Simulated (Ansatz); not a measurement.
Reference: GaAlP$_{2}$ (P-4m2), PBEsol, rigid bands (plane waves, PAW, scalar-relativistic; Ansatz, a program for electronic structure); axes and stresses refer to this cell.

```xyz
4
Lattice="3.8591 0.0000 0.0000 0.0000 3.8591 0.0000 0.0000 0.0000 5.4523" Properties=species:S:1:pos:R:3 pbc="T T T"
Al     1.9295     1.9295     2.7262
Ga     0.0000     0.0000     0.0000
P      0.0000     1.9295     1.3613
P      1.9295     0.0000     4.0910
```

* **Seebeck coefficient, p-type 1e19 cm⁻³**: 366 μV/K
* **electron mass along z**: 0.38 mₑ
* **band gap**: 1.46 eV

**Question.** Change: spin-orbit coupling switched on. What happens to Seebeck coefficient, p-type 1e19 cm⁻³, electron mass along z, band gap?

**Answer.** Seebeck coefficient, p-type 1e19 cm⁻³ moves little, to 356 μV/K; electron mass along z moves little, to 0.38 mₑ; band gap moves little, to 1.44 eV.

Masses are for dilute carriers at 300 K, harmonic means over directions unless an axis is named. Seebeck coefficients are for the stated density at 300 K, with one relaxation time for all states and whether or not that doping can be reached. Spin-orbit coupling is left out unless a row names it. 

Computed structure with no diffraction record at hand here (it may be known, metastable or hypothetical): GaAlP2 (P-4m2).
